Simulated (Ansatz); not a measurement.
The starting structures come from a database of crystals and need not be the phases stable at ambient conditions.

 Where the default PAW files enter, the runs use the earlier of Ansatz's two default sets.

Inside the gap of an insulator the Bloch states are evanescent, with a wavenumber k + iκ along the transport direction.

Input:

```yaml
crystal:
  lattice:
    - [5.10078, 0.00000, 0.00000]
    - [0.00000, 7.19634, 0.00000]
    - [2.55039, 0.00000, 4.41741]
  atoms:
    - { symbol: Ba, position: [0.00000, 0.50000, 0.00000] }
    - { symbol: Li, position: [0.66667, 0.76896, 0.66667] }
    - { symbol: Li, position: [0.33333, 0.23104, 0.33333] }
    - { symbol: Mg, position: [0.00000, 0.00000, 0.00000] }
    - { symbol: P, position: [0.66667, 0.24881, 0.66667] }
    - { symbol: P, position: [0.33333, 0.75119, 0.33333] }
    - { symbol: O, position: [0.66667, 0.46406, 0.66667] }
    - { symbol: O, position: [0.33333, 0.53594, 0.33333] }
    - { symbol: O, position: [0.70443, 0.17871, 0.35980] }
    - { symbol: O, position: [0.29557, 0.82129, 0.64020] }
    - { symbol: O, position: [0.93577, 0.17871, 0.70443] }
    - { symbol: O, position: [0.06423, 0.82129, 0.29557] }
    - { symbol: O, position: [0.35980, 0.17871, 0.93577] }
    - { symbol: O, position: [0.64020, 0.82129, 0.06423] }
```

Space group of this cell: P-3. The cell is taken as given; by r2SCAN its mean pressure is -5.0 GPa.

Transport runs along the normal of the first two printed cell vectors, the (100) plane of the conventional cell.

No gap correction and no spin-orbit coupling; mid-gap values are interpolated between computed energies.

**Question.** Predict the band gap and the smallest decay constant κ at mid-gap from Ansatz (a program for electronic structure) with r2SCAN.

**Answer.** Gap 6.41 eV on a 8×4×8 mesh; κ = 0.470 1/Å, at the zone centre.
